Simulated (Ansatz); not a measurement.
Defect: interstitial P in hcp Ru, neutral cell. The step: one P atom jumps by itself; the atom moves 2.14 Å along (0.00, 0.00, -0.50) of the unit cell; the moving atom starts with neighbours 6 Ru at 2.14 Å and ends with 6 Ru at 2.14 Å. A PBE band in Ansatz (plane-wave PAW, a 2×2×2 k-point mesh shifted by half a step along c, 36 host sites, 58 SCF runs with any check of the saddle's order, static, no finite-size correction) gives a forward barrier of 1.50 eV. The program found a first-order saddle point. Sites that were not tried may lie lower.

Single points at the band's start and saddle point can refine it. Rough cost of one point, in units of the band's mean SCF on the same machine:

| Level | Cost of one point |
|---|---|
| PBE, a 4×4×4 k-point mesh shifted by half a step along c | about 10 |
| r2SCAN at 500 eV, a 2×2×2 k-point mesh shifted by half a step along c | about 4 |

Q: Which of these move the barrier by more than 0.1 eV, and how far does each move it?

A: Not one does. PBE, a 4×4×4 k-point mesh shifted by half a step along c: -0.04 eV; r2SCAN at 500 eV, a 2×2×2 k-point mesh shifted by half a step along c: -0.01 eV. Each functional is compared with PBE at the same k-points.

Ansatz is a program for electronic structure.
